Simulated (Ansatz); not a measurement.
The structure below was relaxed with PBE (Ansatz, a first-principles code, PAW, no spin-orbit coupling).

Space group P4₂/mnm (No. 136); a = 5.082 Å, b = 5.082 Å, c = 3.444 Å, α = 90.00°, β = 90.00°, γ = 90.00°

| atom | site | symmetry | x | y | z |
|---|---|---|---|---|---|
| Pb | 2a | m.mm | 0.0000 | 0.0000 | 0.0000 |
| O | 4f | m.2m | 0.3080 | 0.3080 | 0.0000 |

**Question.** Write out a cell with all atoms.

**Answer.** 
```
PbO2
1.0
    5.08151     0.00000     0.00000
    0.00000     5.08151     0.00000
    0.00000     0.00000     3.44370
Pb O
2 4
Direct
  0.00000   0.00000   0.00000
  0.50000   0.50000   0.50000
  0.30796   0.30796   0.00000
  0.80796   0.19204   0.50000
  0.19204   0.80796   0.50000
  0.69204   0.69204   0.00000
```
This is the conventional cell.

Whether these cells are dynamically stable was not tested. All final runs are without spin polarisation. The cell was made from SnO2 by this change: Sn → Pb.
